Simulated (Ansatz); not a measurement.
Defect: interstitial F in monoclinic ZrO2, charge state -1. All values below come from PBE, PAW (plane waves to 420 eV; Ansatz, a first-principles code).

Settings: 96 host sites, the relaxed PBE lattice, the Γ point alone, smearing 0.01 eV, spin-restricted, no image-charge correction. Energies are static. The charge state is imposed; whether it is stable for some Fermi level was not computed. Sites that were not tried may lie lower.

Barriers: single points on a 2×2×2 k-point mesh shifted by half a step at the bands' geometries.

A. a concerted move, in which F travels most; the atom moves 3.58 Å along (0.28, -0.50, -0.32) of the unit cell; the moving atom starts with neighbours O at 2.29, O at 2.36, O at 2.43, O at 2.45, O at 2.54, O at 2.65; Zr at 2.17, Zr at 2.30, Zr at 2.50 Å and ends with O at 2.29, O at 2.36, O at 2.43, O at 2.45, O at 2.54, O at 2.65; Zr at 2.17, Zr at 2.30, Zr at 2.50 Å; saddle order not checked.
B. a concerted move, in which F travels most; the atom moves 1.62 Å along (0.28, 0.06, 0.18) of the unit cell; the moving atom starts with neighbours O at 2.29, O at 2.36, O at 2.43, O at 2.45, O at 2.54, O at 2.65; Zr at 2.17, Zr at 2.30, Zr at 2.50 Å and ends with O at 2.29, O at 2.36, O at 2.43, O at 2.45, O at 2.54, O at 2.65; Zr at 2.17, Zr at 2.30, Zr at 2.50 Å; saddle order not checked, on a symmetry element.

A band can be held on a symmetry element, so unchecked saddle points there may be too high.

### Question
Rank these by forward barrier (lowest first), as PBE, PAW gives it.

### Answer
B (0.15 eV), A (1.19 eV)
